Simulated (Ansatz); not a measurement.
Base system: PtSe2 in the CdI2 type structure (space group P-3m1, No. 164; layered; relaxed with 0.1 eV smearing).

```
PtSe2
1.0
    3.77223     0.00000     0.00000
   -1.88611     3.26684     0.00000
    0.00000     0.00000     4.82115
Pt Se
1 2
Direct
  0.00000   0.00000   0.00000
  0.33333   0.66667   0.26550
  0.66667   0.33333   0.73450
```

Cartesian axes are those of the cell as printed.

Computed with Ansatz (a quantum-chemistry and plane-wave program), PBE-D3(BJ), PAW, cutoff 420 eV, no spin-orbit coupling.

It is then changed as follows: compressive biaxial strain of 2.00 % in the plane normal to [001], as in epitaxy on a mismatched substrate; the out-of-plane cell vector and the atoms relax.

**Question.** What happens to the out-of-plane strain?

**Answer.** The out-of-plane strain amounts to +2.92 %.

**Question.** Predict the new in-plane stress.

**Answer.** The mean in-plane stress (compression positive) amounts to +3.9 GPa.

No phonon test of stability was made. All final runs are without spin polarisation.
